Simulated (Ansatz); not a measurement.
Functionals compared on a constructed model of the (110) surface of bcc W, a pseudomorphic layer of Ir in the host's stacking (bottom of the slab: a bare face, its two planes held), in Ansatz (plane waves, PAW). The structure was relaxed with PBE; the other rows are single points on it. Cutoff 420 eV (500 eV for r2SCAN).

Model: 7-atom slab, 14.0 Å thick at the start with caps and adatoms (thin: gaps and levels are the slab's own), 14x14x1 mesh, Fermi-Dirac 0.1 eV, dipole correction, 2 atoms held, the rest relaxed; start symmetry kept, larger cells not searched; no spin, no spin-orbit, no U. It is one candidate, not shown to be the stable structure of the face. These notes are the PBE run's.

```tsv
functional	work function of the top face (eV)	rough cost of the single point
PBE	4.89	–
RPBE	4.72	roughly 28 core-seconds
r2SCAN	4.86	roughly 70 core-seconds
```

Ansatz is a quantum-chemistry and plane-wave program.
